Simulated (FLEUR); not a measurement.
FLEUR run on CrB (Cmcm, 4 atoms in the cell): self-consistent single point.

Method of the run: PBEsol, all-electron FLAPW (FLEUR), scalar-relativistic valence.

The change in words: lattice scaled by 0.98. Reference geometry:
```
CELL_PARAMETERS angstrom
      1.45169    -3.89914     0.00000
      1.45169     3.89914     0.00000
      0.00000     0.00000     2.90195
ATOMIC_POSITIONS crystal
  Cr 0.85462 0.14538 0.75000
  Cr 0.14538 0.85462 0.25000
  B  0.56494 0.43506 0.75000
  B  0.43506 0.56494 0.25000
```

Reference input (self-consistent single point, DFT, PBEsol, all-electron FLAPW (FLEUR), scalar-relativistic valence): Kmax = 3.9 1/bohr; GmaxXC = 13.7 1/bohr; xcFunctional = PBEs; jspins = 1; l_soc = F; mode = hist; fermiSmearingEnergy = 0.00367493 Htr; mesh (inpgen div1-3) = 8 8 8; inpgen gamma flag = true; Gmax = 13.7 1/bohr; numbands = 0; maxIterBroyd = 15. This run's input differs from it in these lines:

```diff
@@ -3,5 +3,5 @@
 &input film=f /
-2.7433059665 -7.3683161702 0.0000000000
-2.7433059665 7.3683161702 0.0000000000
-0.0000000000 0.0000000000 5.4838907274
+2.6884396582 -7.2209496578 0.0000000000
+2.6884396582 7.2209496578 0.0000000000
+0.0000000000 0.0000000000 5.3742129128
 1.0
@@ -46,5 +46,5 @@
          <bravaisMatrix>
-            <row-1>    2.7433059664999999    -7.3683161702000000     0.0000000000000000</row-1>
-            <row-2>    2.7433059664999999     7.3683161702000000     0.0000000000000000</row-2>
-            <row-3>    0.0000000000000000     0.0000000000000000     5.4838907274000004</row-3>
+            <row-1>    2.6884396582000001    -7.2209496578000003     0.0000000000000000</row-1>
+            <row-2>    2.6884396582000001     7.2209496578000003     0.0000000000000000</row-2>
+            <row-3>    0.0000000000000000     0.0000000000000000     5.3742129128000000</row-3>
          </bravaisMatrix>
```

Output (repeated stretches shortened):

```
 Iteration:     1   Distance:      52.80259591 me/bohr^3
 Iteration:     2   Distance:      42.28374608 me/bohr^3
 Iteration:     3   Distance:      13.20531769 me/bohr^3
 Iteration:     4   Distance:      12.94174832 me/bohr^3
 Iteration:     5   Distance:       1.90082719 me/bohr^3
   [... 9 lines left out ...]
 Iteration:    15   Distance:       0.00004096 me/bohr^3
 Iteration:    16   Distance:       0.00003487 me/bohr^3
 Iteration:    17   Distance:       0.00001895 me/bohr^3
 Iteration:    18   Distance:       0.00000547 me/bohr^3
 Reset of history
 Run finished successfully
 Stop message:
   Structural relaxation: new displacements generated

[file out, last iteration]
             iter=     19
[...]
          total density-effective poten   -3.4078635448E+03
          total charge density-energy d   -1.0359914777E+02
 Updated energy parameters for spin:           1
[...]
 fermi energy and band-weighting factors:
    0.880924    0.881956    0.947227

[...]
FERMIE:
          first approx. to ef    (T=0)  :   0.529925 htr   (energy of the highest occ. eigenvalue)
          number of occ. states  (T=0)  :       1793
          first approx. to seigv (T=0)  : -14.685192 htr
          sum of weights of occ. states :  17.001953
          sum of semicore charge        :   0.000000 e
FERHIS:  Fermi-Energy by histogram:
          bandgap                     :   0.000150 htr
   [... lines left out ...]
          charge neutrality (T=0)     :   0.003906    (zero if the highest occ. eigenvalue is "entirely" occupied)
     EF_NEWTON:  Adjust Fermi-Energy by Newton-Method.
 Direct bandgap for spin            1 :    3.3504838398769055E-003  Htr
 ---->    free energy=                     -2149.2252285885 htr
   [... lines left out ...]
      extrapolation for T->0
 ---->    total electron energy=           -2149.2237259173 htr
 ***** TOTAL FORCES ON ATOMS *****
 TOTAL FORCE FOR ATOM TYPE=  1  X=  0.000   Y=  2.100   Z= -1.344
                       FX_TOT= 0.000000 FY_TOT= 0.003615 FZ_TOT= 0.000000
 TOTAL FORCE FOR ATOM TYPE=  2  X=  0.000   Y=  6.283   Z= -1.344
                       FX_TOT= 0.000000 FY_TOT=-0.003644 FZ_TOT= 0.000000
```

The run converged in 18 iterations. FLEUR gives forces in its relaxation mode, with a further iteration, so its stop message speaks of a relaxation. Against the reference run the free energy rises by 23.3 meV/atom and the largest force goes from 0.053 to 0.187 eV/Å.

The starting cell comes from a database of computed structures (which also holds hypothetical and non-ambient phases and stackings), without a prior relaxation at this level. For this run, on top of that: lattice scaled by 0.98. Spin polarisation is off. Values depend on the basis (sphere radii, cutoffs, local orbitals), which need not be converged. The log's line on a gap gives a spacing of levels on this mesh, which the program prints for metals too.

Cost on one core of a shared machine: roughly 3 min.
